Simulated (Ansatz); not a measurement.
Results of BLYP in Ansatz (PAW) for cubic perovskite KNiF₃.

Run with plane-wave cutoff 520 eV, 8×8×8 k mesh, Fermi–Dirac smearing 0.01 eV, spin-polarised with parallel moments, scalar-relativistic PAW data made under PBE.

Cell (measured lattice):

```
CELL_PARAMETERS angstrom
      4.01300     0.00000     0.00000
      0.00000     4.01300     0.00000
      0.00000     0.00000     4.01300
ATOMIC_POSITIONS crystal
  K  0.00000 0.00000 0.00000
  Ni 0.50000 0.50000 0.50000
  F  0.50000 0.00000 0.50000
  F  0.00000 0.50000 0.50000
  F  0.50000 0.50000 0.00000
```
Starting moments (μB, in the order of the record's atoms K Ni F F F): 0.0 2.0 0.0 0.0 0.0.

Task: Estimate the band gap, smallest direct gap on the k points sampled and direct gap at Γ that the calculation returns.

Result: 
- band gap: 0.67 eV (indirect)
- smallest direct gap on the k points sampled: 0.99 eV
- direct gap at Γ: 1.75 eV

Note: the magnetic order was assumed, not searched for or taken from measurement; cell and atoms aren't relaxed at this level (pressure 6.5 GPa); without U or exact exchange, gaps and moments of open d shells tend to come out too small.

Static lattice: no zero-point or thermal effects.

Ansatz is a quantum-chemistry and plane-wave program.
